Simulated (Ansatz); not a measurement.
The starting structures come from a database of crystals and need not be the phases stable at ambient conditions.

 Where the default PAW files enter, the runs use the earlier of Ansatz's two default sets.

Crystal: MgPdF6 (R-3, not sure to be the ambient phase, 8 atoms a cell, 11.9 Å³ an atom); planes in its conventional cell.

These are PBEsol (plane waves, PAW; Ansatz, a program for electronic structure) values and carry that method's errors.

The gap is the functional's own. No spin-orbit coupling. Mid-gap values are interpolated on the energy grid.

```json
[
 {"plane": "(001)", "area of the cell (Å²)": "21.1", "mid-gap κ (1/Å)": "0.59", "largest κ in the gap (1/Å)": "0.59"},
 {"plane": "(110)", "area of the cell (Å²)": "38.5", "mid-gap κ (1/Å)": "(withheld)", "largest κ in the gap (1/Å)": "(withheld)"}
]
```

**Question.** The slowest decay depends on the direction. Supply the withheld values.

**Answer.** 
- (110), mid-gap κ (1/Å): 0.54
- (110), largest κ in the gap (1/Å): 0.54
